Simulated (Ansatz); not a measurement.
Consider interstitial Ca in rock-salt CaO, charge state +2. Level of theory: PBE, PAW (plane waves to 420 eV; Ansatz, a quantum-chemistry and plane-wave program).

Cell of 64 host sites held at the relaxed PBE lattice; the Γ point alone; Fermi-Dirac width 0.01 eV, spin-restricted; finite-size errors left in. Static, classical nuclei. The charge state is imposed; whether it is stable for some Fermi level was not computed. Sites that were not tried may lie lower.

Barriers: single points on a 2×2×2 k-point mesh shifted by half a step at the bands' geometries (they differ from the bands' own by up to 0.17 eV, and are uncertain by about as much).

The step: several atoms move together, Ca the farthest. Atoms about the jump, Cartesian Å from the middle of the jump, before and after:

| atom | x0 | y0 | z0 | x1 | y1 | z1 |
|---|---|---|---|---|---|---|
| Ca1 | -0.46 | -0.46 | -0.74 | 0.46 | 0.46 | 0.74 |
| O2 | 1.71 | -0.72 | -0.48 | 1.69 | -0.76 | -0.48 |
| O3 | -0.72 | 1.71 | -0.48 | -0.76 | 1.69 | -0.48 |
| O4 | -0.72 | -0.72 | -2.92 | -0.76 | -0.76 | -2.92 |
| O5 | -0.73 | -0.73 | 1.97 | -0.76 | -0.76 | 1.97 |
| Ca6 | -1.95 | -1.95 | 0.74 | -1.02 | -1.02 | -0.74 |
| Ca7 | 1.73 | 1.73 | -0.47 | 1.95 | 1.95 | -0.74 |
| Ca8 | -0.73 | 1.68 | 1.96 | -1.02 | 1.95 | 2.23 |
| Ca9 | 1.68 | -0.73 | 1.96 | 1.95 | -1.02 | 2.23 |
| O10 | 1.67 | 1.67 | 1.95 | 1.69 | 1.69 | 1.97 |
| Ca11 | -0.74 | 1.73 | -2.93 | -0.75 | 1.68 | -2.89 |
| Ca12 | 1.73 | -0.74 | -2.93 | 1.68 | -0.75 | -2.89 |
| O13 | 1.67 | 1.67 | -2.87 | 1.69 | 1.69 | -2.92 |
| O14 | -3.17 | -0.73 | -0.48 | -3.20 | -0.76 | -0.48 |
| O15 | -0.73 | -3.18 | -0.48 | -0.76 | -3.20 | -0.48 |

Q: Predict the transition state.

A: 
```
atom      x      y      z
----  -----  -----  -----
Ca1    0.10   0.10  -0.37
O2     1.92  -0.85  -0.45
O3    -0.85   1.92  -0.45
O4    -0.74  -0.74  -2.40
O5    -0.74  -0.74   1.66
Ca6   -1.57  -1.57  -0.37
Ca7    1.95   1.95  -0.47
Ca8   -0.78   1.78   2.02
Ca9    1.78  -0.78   2.02
O10    1.61   1.61   1.84
Ca11  -0.77   1.73  -2.89
Ca12   1.73  -0.77  -2.89
O13    1.63   1.63  -2.78
O14   -3.40  -0.62  -0.45
O15   -0.62  -3.40  -0.45
```
It lies 1.38 eV above the start and 1.38 eV above the end. The saddle point's order was not checked, and it lies on a symmetry element of the cell, where a band can be held.
